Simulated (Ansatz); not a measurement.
# Mg (model structure, started from the omega type, P6/mmm, No. 191, 3 atoms in the cell)

Calculation: PBEsol in Ansatz (plane waves, PAW).

Numerical settings: plane-wave cutoff 520 eV, 12×12×18 k mesh (along the axes of the cell as run), Fermi–Dirac smearing 0.05 eV, scalar-relativistic PAW data made under PBE.

Cell (relaxed at this level):

```xyz
3
Lattice="5.0717 0.0000 0.0000 -2.5359 4.3922 0.0000 0.0000 0.0000 3.0731" Properties=species:S:1:pos:R:3 pbc="T T T"
Mg     0.0000     0.0000     0.0000
Mg     0.0000     2.9282     1.5365
Mg     2.5359     1.4641     1.5365
```

```json
{
  "band_gap": "zero (no gap)",
  "bulk_modulus": "35.4 GPa"
}
```

Note: the bulk modulus is −V dP/dV from two relaxed cells at ±2 % in volume; the relaxation could raise the start's symmetry but not lower it, so the cell can be a saddle point.

Computed values are for the static lattice.

A model structure was made by putting elements into a prototype or built by hand; it is no filed structure, need not be a known phase, and can be a saddle point held by its symmetry.

Ansatz is a first-principles code.
